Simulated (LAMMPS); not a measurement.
An MD run on Al (fcc) with 10 % of Al sites Cu, 864 atoms, at 300 K and 0 GPa, heated as the crystal.

Model: classical MD, pair style meam, file AlSiMgCuFe.meam; code LAMMPS.

```json
{
  "state_found": "crystal; no diffusion seen in 30 ps",
  "density": "3.2067 ± 0.0001 g/cm³",
  "volume_per_atom": "15.8568 ± 0.0003 Å³",
  "enthalpy_per_atom": "-3.3915 ± 0.0001 eV",
  "first peak of g(r), Al-Cu": "2.78 Å, height 7.8",
  "coordination number of Al by Cu": "1.20 (counted to 3.38 Å)",
  "coordination number of Cu by Al": "10.9 (counted to 3.38 Å)",
  "first peak of g(r), Al-Al": "2.82 Å, height 7.1",
  "coordination number of Al by Al": "10.8 (counted to 3.42 Å)",
  "first peak of g(r), Cu-Cu": "2.73 Å, height 6.0",
  "coordination number of Cu by Cu": "1.14 (counted to 3.42 Å)",
  "most common Al-Al-Al angle": "in the 3° bin centred on 58.5° (mean of all 98°)",
  "most common Al-Cu-Al angle": "in the 3° bin centred on 58.5° (mean of all 98°)",
  "mean_frequency_of_the_velocity_spectrum": "7.1 THz",
  "cost": "roughly 7 core-minutes"
}
```

Potential: file AlSiMgCuFe.meam of the LAMMPS distribution; its header cites Jelinek, Groh, Horstemeyer, Houze, Kim, Wagner, Moitra and Baskes, Phys Rev B, 85, 245102 (2012).

Caution: the random arrangement on this lattice is imposed, and need not be a phase that exists in equilibrium.

States go by the mean squared displacement: a species diffuses where it passes 1.5 Å², still rises and gives D over 1e-6 cm²/s; a crystal has left its structure where atoms lie 0.35 Å off their sites on average or a cubic box changes its shape by 3 %.

The ± values are statistical; the model's systematic error is not in them.
